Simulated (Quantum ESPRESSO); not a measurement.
**Short convergence ladders for the (001) slab of Al (cut from a parent of space group no. 225; 4 atoms in the cell)**

```
CELL_PARAMETERS angstrom
      2.87237     0.00000     0.00000
     -2.87237     2.87237     0.00000
      0.00000     0.00000    20.09331
ATOMIC_POSITIONS crystal
  Al 0.00000 0.00000 0.44946
  Al 0.00000 0.50000 0.34837
  Al 0.00000 0.00000 0.65163
  Al 0.00000 0.50000 0.55054
```

Base method: PBEsol, PseudoDojo standard norm-conserving (PBESOL) pseudopotentials (plane waves; Quantum ESPRESSO 7.5).

Base settings: ecutwfc = 40 Ry; occupations = smearing; smearing = gaussian; degauss = 0.0073499 Ry; mixing_mode = local-TF; potentials = {Al: Al.upf}; K_POINTS = automatic 13 13 1 0 0 0; conv_thr = 1e-10 Ry; mixing_beta = 0.5.

The count of work is k-points × plane waves × bands × iterations; it is no time. Core times come from one kind of shared machine, to one figure; runs under 30 s give none.

**The k-point mesh**

Only quantities that move along the ladder and can be compared are tabulated.

| K_POINTS | free energy less the last step's (meV/atom) | largest difference of a force vector from the last step's (eV/Å) | count of work / last |
|---|---|---|---|
| automatic 3 3 1 0 0 0 | 280.34 | 0.656 | 0.012 |
| automatic 5 5 1 0 0 0 | -21.74 | 0.367 | 0.023 |
| automatic 7 7 1 0 0 0 | -2.95 | 0.180 | 0.039 |
| automatic 10 10 1 0 0 0 | 9.20 | 0.153 | 0.10 |
| automatic 13 13 1 0 0 0 | 7.07 | 0.041 | 0.11 |
| automatic 41 41 1 0 0 0 | 0.00 | 0.000 | 1.0 |

Coarsest K_POINTS that holds the forces within 0.02 eV/Å: not settled: the last two steps still differ by 0.041 eV/Å, over half the tolerance, so the ladder does not show it.

Coarsest K_POINTS that holds the free energy within 5 meV/atom: not settled: the last two steps still differ by 7.1 meV/atom, over half the tolerance, so the ladder does not show it.

**The depth of the slab**

On a (001) slab of Al (cut from a parent of space group no. 225; 2 atoms in the cell), and deeper slabs.

Surface energy = (E_slab − N e_bulk)/2A, with e_bulk from the bulk crystal on its finest mesh (560 k-points); errors per atom of slab and bulk, whose meshes differ, grow with N.

The mesh stays at the base's, so the ladder's end is converged at best in this setting alone.

Only quantities that move along the ladder and can be compared are tabulated.

```csv
atoms,unrelaxed surface energy (J/m²),count of work / last,core time / last (rough)
2,1.158,0.030,–
4,1.148,0.070,0.08
8,1.132,0.23,0.3
12,1.136,0.56,0.7
14,1.141,1.0,1
```

State of the unrelaxed surface energy at the end of the ladder: still drifting one way, by 0.008 J/m² over the last two steps, so the last step is no safe reference.

On the base run: the starting cell has typed, rounded lattice constants, without a prior relaxation at this level. The slab is cut from that crystal, and its faces are unrelaxed. Its lattice was rescaled by up to half a per cent.
